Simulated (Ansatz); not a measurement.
Start from BeTe in the zinc blende structure (space group F-43m, No. 216; a = 5.604 Å). Axes: x, y, z lie along the cube axes.

Perturbation: biaxial strain +2.00 %, plane normal [001], relaxed out of plane (Cartesian); in-plane vectors clamped, the third vector and the atoms free.

Computed with PBEsol, PAW, 420 eV (Ansatz, a quantum-chemistry and plane-wave program; scalar-relativistic without spin-orbit coupling).

### Question
Give the band edges at the high-symmetry points of the new zone, measured from its valence-band maximum.

### Answer
| point | valence edge (eV) | conduction edge (eV) |
|---|---|---|
| Γ | 0.00 | 3.47 |
| X | -2.62 | 1.85 |
| P | -3.33 | 5.34 |
| N | -1.09 | 2.86 |
| M | -2.90 | 1.62 |
| S | -2.55 | 2.27 |
| S₀ | -2.55 | 2.27 |
| R | -3.30 | 4.51 |
| G | -3.30 | 4.51 |

The gap is 1.62 eV, indirect, Γ → M.

Spin-orbit coupling, missing from the scalar runs, can matter with Te. Stability against distortions was not tested. Labels are those of the standard path for the cell's own space group.
